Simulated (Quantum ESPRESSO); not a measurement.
## Equation of state of bcc Nb (space group 229): energy against volume (Quantum ESPRESSO, LDA)

```
Nb
1.0
   -1.58583     1.58583     1.58583
    1.58583    -1.58583     1.58583
    1.58583     1.58583    -1.58583
Nb
1
Direct
  0.00000   0.00000   0.00000
```

Computed with LDA (PZ), GBRV 1.5 ultrasoft (LDA) pseudopotentials (plane waves; Quantum ESPRESSO). Settings: ecutwfc = 52 Ry; ecutrho = 416 Ry; occupations = smearing; smearing = fd; degauss = 0.0036749 Ry; potentials = {Nb: nb_lda_v1.uspp.F.UPF}; K_POINTS = automatic 25 25 25 0 0 0; conv_thr = 1e-10 Ry; mixing_beta = 0.4. The cell above is the first row's. The rows scale it uniformly. In all rows the k mesh is held. E is the free energy at the stated smearing, counted from the lowest row.

| V (Å^3/atom) | E (meV/atom) |
|---|---|
| 15.952 | ? |
| 16.299 | 24.60 |
| 16.646 | 7.58 |
| 16.993 | 0.00 |
| 17.340 | 0.98 |
| 17.686 | 9.79 |
| 18.033 | 25.73 |
| 18.380 | 48.16 |
| 18.727 | 76.53 |

Task: Fit E against V with the third-order Birch-Murnaghan form, a cubic in V^(-2/3), and predict the withheld value at V = 15.952.

Result: With u = V^(-2/3) - 0.148, the rows have u = 0.007558, 0.005389, 0.003293, 0.001268, -0.000685, -0.002581, -0.004417, -0.006196. Least squares gives E = 5.823 - 5089.72·u + 1012120·u² - 1321156·u³. Residuals (row less fit): 0.000, -0.001, 0.009, -0.014, 0.005, 0.005, -0.004, 0.001; standard error 0.009 (degrees of freedom: 4). Its minimum lies at u = 0.002527, so V0 = (0.150527)^(-3/2) = 17.12. There d²E/du² = 2004000 and d³E/du³ = -7927000, so B0 = (4/9) × 17.12^(-7/3) × 2004000 × 0.160218 = 189 GPa (the last factor turns the table's units into GPa), and B0' = 4 + (2/3) × 0.150527 × (-7927000)/2004000 = 3.6. The program's pressures in the fitted runs (not shown) pass through zero at V = 17.11, 0.08 % from this V0. At the withheld row, u = 0.009806, so E = 5.823 - 5089.72 × 0.009806 + 1012120 × 0.009806² - 1321156 × 0.009806³ = 51.991 meV/atom. The calculation gives 51.99 meV/atom, which the fit meets to the printed digits. The row lies outside the fitted rows, so this is an extrapolation. From the scatter of the fitted rows alone, a prediction at this place has a standard error of 0.028 meV/atom, so the miss is 0.0 times that.

Carrying the step between the two nearest rows on in a straight line would have given 41.62, off by 10.37; series whose last step already gives the withheld value aren't shown. The scan was laid around a cell of about the measured size, scaled by a guess for this functional. Spin polarisation is off. Cutoffs and mesh are single choices, not tested for convergence of this quantity. Series with a scatter that would blur these digits, or in which a gap closes, are not shown. Nor are scans whose minimum lies at an end fitted in this form.
